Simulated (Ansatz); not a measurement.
Start from BiB in the zinc blende structure (space group F-43m, No. 216; a hypothetical phase, not in the database extracts checked).

```
CELL_PARAMETERS angstrom
      0.00000     2.72781     2.72781
      2.72781     0.00000     2.72781
      2.72781     2.72781     0.00000
ATOMIC_POSITIONS crystal
  Bi 0.75000 0.75000 0.75000
  B  0.00000 0.00000 0.00000
```

Cartesian axes are those of the cell as printed.

Computed with Ansatz (a quantum-chemistry and plane-wave program) PBEsol, no SOC.

One thing is altered: an isotropic linear strain of −0.84 %; the atoms relax in the strained cell.

Question: Predict the stress tensor and what it implies for the stiffness.

Answer: Stress of the strained cell less that of the base (GPa, compression positive):
```
   2.19    0.00    0.00
   0.00    2.19    0.00
   0.00    0.00    2.19
```

Then B = −ΔP/(ΔV/V₀) with ΔV/V₀ = -0.0250 gives secant stiffness values (nonlinear terms included at this strain): B ≈ 87 GPa.

Whether these cells are dynamically stable was not tested.
